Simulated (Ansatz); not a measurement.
An Ansatz (a first-principles code) input (PBEsol (Ansatz, PAW, no SOC)):

Ansatz 0.2 input:
```yaml
crystal:
  lattice:
    - [5.9683807036, 0, 0]
    - [0, 5.9683807036, 0]
    - [0, 0, 5.9683807036]
  atoms:
    - { symbol: Al, position: [0, 0, 0] }
    - { symbol: Al, position: [0.5, 0.5, 0.5] }
    - { symbol: Y, position: [0.25, 0, 0.5] }
    - { symbol: Y, position: [0.75, 0, 0.5] }
    - { symbol: Y, position: [0.5, 0.75, 0] }
    - { symbol: Y, position: [0.5, 0.25, 0] }
    - { symbol: Y, position: [0, 0.5, 0.75] }
    - { symbol: Y, position: [0, 0.5, 0.25] }
basis: { ecutwfc: 420, ecutrho_ratio: 4, xc_grid: 2, fft_grid_basis: typed }
kpoints: { mp_grid: { grid: [8, 8, 8] } }
hamiltonian:
  xc: pbesol
  dispersion: none
  pseudopotentials: { kind: paw }
scf: { occupations: { method: fermi_dirac, width: 0.05 }, convergence: { dr2_threshold: 0.0000000008 } }
output: { forces: true, stress: true }
checkpoint: { write: state.ck, write_every: 1000 }
```

**Question.** Which symmetry and how many k-points will the program report, and about how many plane waves at Γ?

**Answer.** Space group Pm-3n (ITA 223) with 48 operations, k-points 35 of 512, and 4139 plane waves at Γ.

No phonon test of stability was made. The final runs are not spin-polarised. The cell was made from Nb3Al by this change: Nb → Y; the result is a hypothetical phase, not in the database extracts checked.
